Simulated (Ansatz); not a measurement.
The starting structures come from a database of crystals and need not be the phases stable at ambient conditions.

Evanescent states of HgO (P3_221, 6 atoms a cell, 17.1 Å³ an atom, -3 GPa at this level) along the normal of (001)

Calculation: PBEsol (plane waves, PAW; Ansatz, a quantum-chemistry and plane-wave program).

The gap is the functional's own, uncorrected, and κ follows it; spin-orbit coupling is left out. Mid-gap means the computed energy nearest the middle.

Energies count from the valence-band top; κ is the least over a 12×12 mesh across the current.

| E (eV) | κ (1/Å) | where |
|---|---|---|
| 0.04 | 0.106 | off Γ |
| 0.12 | 0.194 | off Γ |
| 0.20 | 0.241 | Γ |
| 0.28 | 0.277 | Γ |
| 0.36 | ___ | Γ |
| 0.44 | ___ | Γ |
| 0.52 | ___ | Γ |
| 0.60 | ___ | Γ |
| 0.68 | ___ | off Γ |
| 0.76 | ___ | off Γ |
| 0.84 | ___ | off Γ |
| 0.92 | ___ | off Γ |
| 1.00 | ___ | off Γ |
| 1.08 | 0.227 | off Γ |
| 1.16 | 0.194 | off Γ |
| 1.24 | 0.154 | off Γ |
| 1.32 | 0.100 | off Γ |

Problem. What belongs in the gaps?

Solution. 
- 0.36, κ (1/Å): 0.308
- 0.44, κ (1/Å): 0.336
- 0.52, κ (1/Å): 0.347
- 0.60, κ (1/Å): 0.342
- 0.68, κ (1/Å): 0.327
- 0.76, κ (1/Å): 0.311
- 0.84, κ (1/Å): 0.292
- 0.92, κ (1/Å): 0.273
- 1.00, κ (1/Å): 0.251
